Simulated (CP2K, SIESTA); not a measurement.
A CP2K input for a self-consistent single point of CaC2 (Pnnm, 6 atoms in the cell) (DFT LDA (Pade form), GPW, DZVP-MOLOPT-SR-GTH basis, GTH-PADE potentials (GTH_POTENTIALS)):

```
&GLOBAL
  PROJECT cac2
  RUN_TYPE ENERGY_FORCE
  PRINT_LEVEL MEDIUM
&END GLOBAL
&FORCE_EVAL
  METHOD Quickstep
  STRESS_TENSOR ANALYTICAL
  &DFT
    BASIS_SET_FILE_NAME BASIS_MOLOPT
    POTENTIAL_FILE_NAME GTH_POTENTIALS
    &QS
      METHOD GPW
      EPS_DEFAULT 1E-10
    &END QS
    &MGRID
      CUTOFF 500
      REL_CUTOFF 50
      NGRIDS 5
    &END MGRID
    &SCF
      SCF_GUESS ATOMIC
      EPS_SCF 1E-7
      MAX_SCF 100
      ADDED_MOS 7
      &DIAGONALIZATION
        ALGORITHM STANDARD
      &END DIAGONALIZATION
      &MIXING
        METHOD BROYDEN_MIXING
        ALPHA 0.2
        NBUFFER 12
        BETA 1.5
      &END MIXING
    &END SCF
    &KPOINTS
      SCHEME MACDONALD 4 3 5 0.125 0 0
    &END KPOINTS
    &XC
      &XC_FUNCTIONAL PADE
      &END XC_FUNCTIONAL
    &END XC
    &PRINT
      &MO
        EIGENVALUES T
        OCCUPATION_NUMBERS T
        NDIGITS 8
        FILENAME mo
        &EACH
          QS_SCF 0
        &END EACH
        ADD_LAST NUMERIC
      &END MO
      &MULLIKEN ON
      &END MULLIKEN
    &END PRINT
  &END DFT
  &SUBSYS
    &CELL
      ABC 4.31908500 5.78626300 3.81939300
      ALPHA_BETA_GAMMA 90.00000000 90.00000000 90.00000000
      PERIODIC XYZ
    &END CELL
    &COORD
      SCALED
      Ca       0.00000000     0.00000000     0.00000000
      Ca       0.50000000     0.50000000     0.50000000
      C        0.88666000     0.56447000     0.00000000
      C        0.11334000     0.43553000     0.00000000
      C        0.38666000     0.93553000     0.50000000
      C        0.61334000     0.06447000     0.50000000
    &END COORD
    &KIND Ca
      BASIS_SET DZVP-MOLOPT-SR-GTH-q10
      POTENTIAL GTH-PADE-q10
    &END KIND
    &KIND C
      BASIS_SET DZVP-MOLOPT-SR-GTH-q4
      POTENTIAL GTH-PADE-q4
    &END KIND
  &END SUBSYS
  &PRINT
    &FORCES ON
    &END FORCES
    &STRESS_TENSOR ON
    &END STRESS_TENSOR
  &END PRINT
&END FORCE_EVAL
```

Q: Translate this input to SIESTA.

A: This is the input that was run; spellings and numerical settings could be chosen otherwise.

```
# files in the folder: Ca.psml C.psml (PseudoDojo LDA standard)
SystemName  CaC2
SystemLabel siesta

NumberOfAtoms                6
NumberOfSpecies              2
%block ChemicalSpeciesLabel
  1 20 Ca
  2 6 C
%endblock ChemicalSpeciesLabel
LatticeConstant              1.0 Ang
%block LatticeVectors
     4.319085000    0.000000000    0.000000000
     0.000000000    5.786263000    0.000000000
     0.000000000    0.000000000    3.819393000
%endblock LatticeVectors
AtomicCoordinatesFormat      Ang
%block AtomicCoordinatesAndAtomicSpecies
     0.000000000    0.000000000    0.000000000  1
     2.159542500    2.893131500    1.909696500  1
     3.829559906    3.266171876    0.000000000  2
     0.489525094    2.520091124    0.000000000  2
     1.670017406    5.413222624    1.909696500  2
     2.649067594    0.373040376    1.909696500  2
%endblock AtomicCoordinatesAndAtomicSpecies

XC.functional                LDA
XC.authors                   PW92
PAO.BasisSize                TZP
PAO.EnergyShift              0.01 Ry
MeshCutoff                   350 Ry
%block kgrid.MonkhorstPack
    4   0   0  0.0
    0   3   0  0.0
    0   0   5  0.0
%endblock kgrid.MonkhorstPack
OccupationFunction           FD
ElectronicTemperature        10 K

MaxSCFIterations             150
SCF.Mixer.Method             Pulay
SCF.Mixer.Weight             0.1
SCF.Mixer.History            8
SCF.DM.Tolerance             1.0E-04
Diag.ParallelOverK           true
WriteForces                  true
Charge.Mulliken              end
```

Basis, cutoffs, solver keys and any potentials are the target program's own. This input uses DFT, LDA PW92, numerical atomic orbitals TZP, PseudoDojo LDA standard norm-conserving potentials (rewritten from UPF to PSML). LDA parametrisations can differ slightly between programs.

The starting cell comes from a database of computed structures (which also holds hypothetical and non-ambient phases and stackings), without a prior relaxation at this level. For this run, on top of that: lattice scaled by 0.98.
